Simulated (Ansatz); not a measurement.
Base system: BN in the zinc blende structure (space group F-43m, No. 216).

```yaml
crystal:
  lattice:
    - [0.00000, 1.81234, 1.81234]
    - [1.81234, 0.00000, 1.81234]
    - [1.81234, 1.81234, 0.00000]
  atoms:
    - { symbol: B, position: [0.00000, 0.00000, 0.00000] }
    - { symbol: N, position: [0.25000, 0.25000, 0.25000] }
```

Cartesian axes are those of the cell as printed.

Level of theory: PBE (Ansatz, a program for electronic structure; PAW; 420 eV plane waves; spin-orbit coupling left out).

One thing is altered: an isotropic linear strain of −1.00 %; the atoms relax in the strained cell.

Task: Predict the stress tensor and what it implies for the stiffness.

Result: Stress of the strained cell less that of the base (GPa, compression positive):
```
  11.84    0.00    0.00
   0.00   11.84    0.00
   0.00    0.00   11.84
```

Then B = −ΔP/(ΔV/V₀) with ΔV/V₀ = -0.0297 gives secant stiffness values (nonlinear terms included at this strain): B ≈ 399 GPa.

As a check, the harmonic strain energy −½ V₀ Δσ:ε is 6.6 meV/atom; the computed energy rise is 6.3 meV/atom.

Whether these cells are dynamically stable was not tested.
